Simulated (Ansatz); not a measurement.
A computed series for ZnSe: pressure series

Take ZnSe in the zinc blende structure (space group F-43m, No. 216; a = 5.633 Å) as the base.

Cell and atoms are relaxed at each pressure.

All numbers come from Ansatz (an electronic-structure program) PBEsol, no spin-orbit coupling.

Candidates:
(a) pressure 9 GPa
(b) pressure 15 GPa
(c) pressure 30 GPa

Before the change:

* **Band gap**: 1.24 eV

Q: Order them by band gap, lowest first.

A: (a) pressure 9 GPa (1.68 eV), (b) pressure 15 GPa (1.91 eV), (c) pressure 30 GPa (2.08 eV)

Load acts through the strain it causes; cell and atoms are relaxed under it. Stability against distortions was not tested. Measured, ZnSe leaves this structure (for rock salt) near 13 GPa (temperature not stated; as listed in M. Köfferlein et al., Hyperfine Interactions (1994)).
